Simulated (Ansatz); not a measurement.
The reference is Lu in the hcp (Mg type) structure (space group P6_3/mmc, No. 194).

```
CELL_PARAMETERS angstrom
      3.50429     0.00000     0.00000
     -1.75215     3.03481     0.00000
      0.00000     0.00000     5.45222
ATOMIC_POSITIONS crystal
  Lu 0.33333 0.66667 0.75000
  Lu 0.66667 0.33333 0.25000
```

Cartesian axes are those of the cell as printed.

Method: r2SCAN (Ansatz, a quantum-chemistry and plane-wave program; PAW; 500 eV plane waves; scalar-relativistic without spin-orbit coupling).

For the base:

The shortest interatomic distance is 3.395 Å.

The change: a free-standing slab of 5 layers (5 atoms, 1 a layer) is cut normal to the z axis, with 15 Å of vacuum and the in-plane cell held at bulk.

Task: What happens to the excess energy per area of both faces?

Result: The excess energy per area of both faces (slab less bulk energy over the cell's area: twice a surface energy) comes out as 2.6 J/m² (uncertain by up to 0.08 J/m²).

Task: What does the calculation give for the change of the spacing d12 from its bulk value of 2.726 Å after the change?

Result: The change of the spacing d12 from its bulk value of 2.726 Å is -0.7 %.

Task: What happens to the shortest interatomic distance?

Result: The shortest interatomic distance falls by 0.0154 Å, from 3.395 Å to 3.379 Å.

Task: What does the calculation give for the change of the spacing d23 from its bulk value of 2.726 Å after the change?

Result: The change of the spacing d23 from its bulk value of 2.726 Å comes out as +1.0 %.

Slab and bulk use different k-meshes, which limits the precision of the excess energy. Whether these cells are dynamically stable was not tested.
